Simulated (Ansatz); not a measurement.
The (322) surface of bcc Na in its 1x1 cell, outermost plane spacing 0.51 Å in the ideal cut

All values below come from PBE (plane waves to 420 eV, PAW; Ansatz, a quantum-chemistry and plane-wave program).

Set-up: 21 atoms, 10.2 Å thick at the start (thin: gaps and levels are the slab's own); mesh 7x3x1; 0.1 eV smearing; dipole correction on; all atoms relaxed; held to the part of the start's symmetry that mesh and held atoms allow; no spin, no spin-orbit, no U.

```
Property                                               Value
-----------------------------------  -----------------------
surface energy (mean of both faces)                0.24 J/m²
surface energy before relaxation                   0.25 J/m²
work function of the top face                        2.67 eV
energy released by relaxation                       0.081 eV
cost                                 roughly 13 core-minutes
```
